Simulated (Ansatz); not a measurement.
Data:

```
BP
1.0
    3.20471     0.00000     0.00000
    0.00000     3.20471     0.00000
    1.60235     1.60235     2.26607
B P
1 1
Direct
  0.00000   0.00000   0.00000
  0.75000   0.25000   0.50000
```

Space group of this cell: F-43m, zinc blende. The cell is taken as given.

These are r2SCAN (plane waves, PAW; Ansatz, a quantum-chemistry and plane-wave program) values and carry that method's errors.

The current runs along the normal of the first two printed vectors; no spin-orbit coupling. Scaled by the factor s: all lengths (ions clamped). Meshes 14×14×14 and 10×10 across the current in all rows.

| s | mean pressure (GPa) | band gap (eV) |
|---|---|---|
| 0.98 | 12.1 | 1.32 |
| 1.00 | 0.5 | 1.41 |
| 1.02 | -8.6 | ? |

**Question.** Take the slope of the band gap against ln s from the two given rows, extrapolate to s = 1.02, and say what the run there gives.

**Answer.** Slope = (1.32 − 1.41) / ln 0.98 = 4.45 eV. The line gives 1.41 + (4.45) × ln 1.02 = 1.50 eV. The run gives 1.50 eV, as the line does.
